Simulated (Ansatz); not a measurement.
An Ansatz (a program for electronic structure) run: W with a change (biaxial strain +2.00 %, plane normal [001], relaxed out of plane); LDA in Ansatz (plane waves to 420 eV, PAW, scalar-relativistic without spin-orbit coupling).

Input:

Ansatz 0.2 input:
```yaml
crystal:
  lattice:
    - [3.1979998832, 0, 0]
    - [0, 3.1979998832, 0]
    - [1.5989999416, -1.5989999416, 1.5519705315]
  atoms:
    - { symbol: W, position: [0, 0, 0] }
basis: { ecutwfc: 420, ecutrho_ratio: 4, xc_grid: 2, fft_grid_basis: typed }
kpoints: { mp_grid: { grid: [29, 29, 29] } }
hamiltonian:
  xc: lda
  dispersion: none
  pseudopotentials: { kind: paw }
scf: { occupations: { method: fermi_dirac, width: 0.1 } }
relax: { f_tol: 0.005, max_steps: 50, cell: { stress_tol: 0.01, fix: [a, b, gamma] } }
output: { forces: true, stress: true }
checkpoint: { write: state.ck, write_every: 1000 }
```

Output (explanatory and most iteration lines left out):

```
Relaxation: its limit of steps is 50 (relax.max_steps)
Pseudopotential: W, paw, valence charge 14
Crystal: 1 atoms, lattice volume = 15.872 Å³
Basis set: ecut = 420 eV, 321 PW (Γ), exchange–correlation on 48×48×40 points (8 copies of the dense FFT grid, shifted against one another)
Bands: 11, of which v1, the nominal top of the filled ones, is band 7 counted from 1 (6 counted from 0)
Symmetry: 16 space group operations
Space group: I4/mmm (ITA 139), of the structure as read, at distance tolerance 2.5e-5 Å
k-points: 1800 of 24389
Functional: x = slater, c = lda
SCF iter   1: F=—  HF=-10129.831859 eV  |F-HF|=—  |Δ(HF+E_count)|=         —  Δρ=5.14e-3  dr2=2.87e-3  ethr=1.77e-3  ⟨swp⟩=5.0  Hψ=104229  notcnv=0
SCF iter   2: F=—  HF=-10129.830705 eV  |F-HF|=—  |Δ(HF+E_count)|=   1.15e-3  Δρ=2.19e-3  dr2=2.79e-4  ethr=2.05e-5  ⟨swp⟩=1.7  Hψ=37238  notcnv=0
SCF 1 converged in 6 iterations: F = -10129.830712 eV  dr2 = 6.06e-11
relax step   1: F+E_penalty+E_count = -10129.83071193 eV  Δ(F+E_penalty+E_count) = +0.000e0 eV  max|allowed force component| = 0.000e0 eV/Å  Δτ_max = 0.0000 Å  P = -9.171 GPa  Ω = 15.872 Å³  fix = [a, b, gamma]  reactions: a -12.390, b -12.390 GPa  (6 SCF iters, dr2 threshold 1.00e-7 eV, accepted)
[... steps on the carried basis left out ...]
relax step   4: F+E_penalty+E_count = -10129.83140593 eV  Δ(F+E_penalty+E_count) = -2.048e-6 eV  max|allowed force component| = 0.000e0 eV/Å  Δτ_max = 0.0000 Å  P = -7.628 GPa  Ω = 15.794 Å³  energy of the carried Pulay correction = +1.908e-5 eV  fix = [a, b, gamma]  reactions: a -11.442, b -11.442 GPa  (2 SCF iters, dr2 threshold 3.46e-8 eV, accepted)
Crystal: 1 atoms, lattice volume = 15.794 Å³
SCF iter   1: F=—  HF=-10129.831388 eV  |F-HF|=—  |Δ(HF+E_count)|=         —  Δρ=1.21e-5  dr2=6.89e-9  ethr=5.73e-8  ⟨swp⟩=3.0  Hψ=160117  notcnv=0
SCF iter   2: F=—  HF=-10129.831387 eV  |F-HF|=—  |Δ(HF+E_count)|=   1.77e-7  Δρ=5.66e-6  dr2=1.38e-9  ethr=4.92e-11  ⟨swp⟩=2.2  Hψ=30625  notcnv=0
SCF 5 converged in 4 iterations: F = -10129.831387 eV  dr2 = 6.57e-14
SCF converged after 4 iterations
Free energy (F): -10129.831387 eV
Internal energy: -10129.814961 eV  (E = F + TS)
E sigma→0 (E₀):  -10129.823174 eV
Entropy (-TS):   -0.016426 eV (-16.426 meV/atom)
Fermi energy:    22.362168 eV
--- Forces (eV/Å), atoms counted from 1 ---
  atom   1  W     -0.00000000    -0.00000000     0.00000000
--- Stress (GPa, compression-positive) ---
      -11.442297       0.000000       0.000000
        0.000000     -11.442297       0.000000
        0.000000       0.000000       0.001043
  P = ⅓ Tr σ = -7.6279 GPa (-76.279 kbar)
--- Relaxed structure (4 steps of the walk, 3 accepted, 1 SCFs on fresh bases) ---
  cell:  # Å, volume = 15.7935 Å³
    - [3.1979998832, 0.0, 0.0]
    - [0.0, 3.1979998832, 0.0]
    - [1.5989999416, -1.5989999416, 1.5442658605073787]
  atoms:
    - { symbol: W, position: [0.0, 0.0, 0.0] }
```

Whether these cells are dynamically stable was not tested. The final runs are not spin-polarised. The cell was made from W in the bcc (W type) structure (space group Im-3m, No. 229) by this change: biaxial strain +2.00 %, plane normal [001], relaxed out of plane.
